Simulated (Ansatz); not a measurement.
Data:

```xyz
2
Lattice="0.0000 2.7278 2.7278 2.7278 0.0000 2.7278 2.7278 2.7278 0.0000" Properties=species:S:1:pos:R:3 pbc="T T T"
Bi     1.3639     1.3639     1.3639
B      0.0000     0.0000     0.0000
```

No spin polarisation.

All numbers come from Ansatz (a program for electronic structure), PBEsol, PAW, cutoff 420 eV, scalar-relativistic without spin-orbit coupling. k-mesh 10×10×10 (Γ-centred); smearing 0.05 eV (Fermi–Dirac).

Estimate the gap character.

Direct at Γ.

Estimate the band gap.

0.45 eV.

With Bi present, leaving out spin-orbit coupling can change the band edges. Whether these cells are dynamically stable was not tested. The cell was made from BN by this change: N → Bi; the result is a hypothetical phase, not in the database extracts checked.
